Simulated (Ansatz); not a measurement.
Levels about the gap of amorphous Ti$_{20}$O$_{43}$Sc$_{2}$ (65 atoms in a cell of 800 Å³, 3.60 g/cm³; zone centre alone, so wide bands show as single levels with stretches between that a denser mesh fills), at the geometry that PBE relaxed, where it gives 0.9 GPa on a denser mesh. The participation number counts the atoms over which a state spreads; weights are charges in smoothed Voronoi cells. The levels come from a single point, so bond lengths are those of that geometry. Method of the levels: PBE, scalar-relativistic without spin-orbit coupling (Ansatz, a program for electronic structure). Sampling: the zone centre alone; Fermi-Dirac width 0.02 eV; no spin polarisation.

A CHGNet melt-quench gave the starting glass, which DFT then relaxed. O atoms were pushed apart under 1.9 Å during the dynamics, to hinder bonds among them. The hot cell started wider than the set density and was brought back towards it in steps. It is the lowest in DFT energy of 2 quenches. It is a model cell: composition and starting density were chosen by hand, and all elements were melted together. No dispersion term was used. Its density started from a set value of 3.60 and ended at 3.60 g/cm³. Cooling (nominally 240 K/ps over its main leg) ran many orders faster than in experiment, which tends to leave more defects and strain. Values belong to this one cell and scatter from quench to quench. The volume was held where the preparation left it and the shape relaxed, at a PBE pressure of 0.9 GPa. Stress components on the final sampling reach 0.9 GPa.

```tsv
E - E(highest filled), eV	filling	participation number	largest on	weight O	weight Ti	weight Sc
-0.32	filled	21.9	O, 2 neighbours	0.93	0.06	0.01
-0.27	filled	26.3	O, 2 neighbours	0.92	0.07	0.01
-0.23	filled	19.4	O, 2 neighbours	0.92	0.08	0.00
-0.17	filled	25.8	O, 2 neighbours	0.92	0.07	0.01
-0.10	filled	22.0	O, 2 neighbours	0.92	0.07	0.00
-0.06	filled	22.8	O, 3 neighbours	0.94	0.05	0.01
0.00	filled	18.7	O, 2 neighbours	0.93	0.06	0.01
2.76	empty	13.0	Ti, 5 neighbours	0.20	0.79	0.01
2.77	empty	12.7	Ti, 5 neighbours	0.20	0.79	0.00
2.87	empty	16.1	Ti, 5 neighbours	0.18	0.81	0.01
2.90	empty	15.8	Ti, 5 neighbours	0.20	0.79	0.00
3.00	empty	16.5	Ti, 7 neighbours	0.19	0.80	0.01
3.02	empty	21.6	Ti, 5 neighbours	0.18	0.81	0.01
3.08	empty	19.0	Ti, 5 neighbours	0.19	0.80	0.01
```

Most localised among these is the empty level at +2.77 eV, on a Ti atom, which has 5 neighbours (O 1.78 Å, O 1.95 Å, O 1.95 Å, O 1.96 Å, O 2.07 Å).
